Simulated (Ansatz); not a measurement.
End structure of the (100) surface of tetragonal WSi2 in its 1x1 cell (cut with top plane 2 Si + W, bottom plane 2 Si + W), outermost plane spacing 1.61 Å in the ideal cut:

```xyz
21
Lattice="3.2292 0.0000 0.0000 0.0000 7.8677 0.0000 0.0000 0.0000 26.0000" Properties=species:S:1:pos:R:3 pbc="T T T"
Si     1.6146     6.5043     8.1774
Si     1.6146     1.3634     8.1774
W      1.6146     3.9338     8.3182
Si     0.0000     2.6079     9.7316
Si     0.0000     5.2598     9.7316
W      0.0000     0.0000     9.8058
Si     1.6146     6.5521    11.3810
Si     1.6146     1.3156    11.3810
W      1.6146     3.9338    11.4095
Si     0.0000     2.6268    13.0000
Si     0.0000     5.2409    13.0000
W      0.0000     0.0000    13.0000
Si     1.6146     6.5521    14.6190
Si     1.6146     1.3156    14.6190
W      1.6146     3.9338    14.5905
Si     0.0000     2.6079    16.2684
Si     0.0000     5.2598    16.2684
W      0.0000     0.0000    16.1942
Si     1.6146     6.5043    17.8226
Si     1.6146     1.3634    17.8226
W      1.6146     3.9338    17.6818
```

Slab: 21 atoms, Si14W7, 9.7 Å thick at the start (thin: gaps and levels are the slab's own); k 12x5x1, smearing 0.1 eV, dipole-corrected; all atoms relaxed; held to the start's symmetry, so lower structures may exist; no spin, no spin-orbit, no U.

Predict the work function of the top face from PBE (Ansatz, an electronic-structure program).

4.94 eV

Give the surface energy (mean of both faces) at the level PBE.

2.66 J/m²
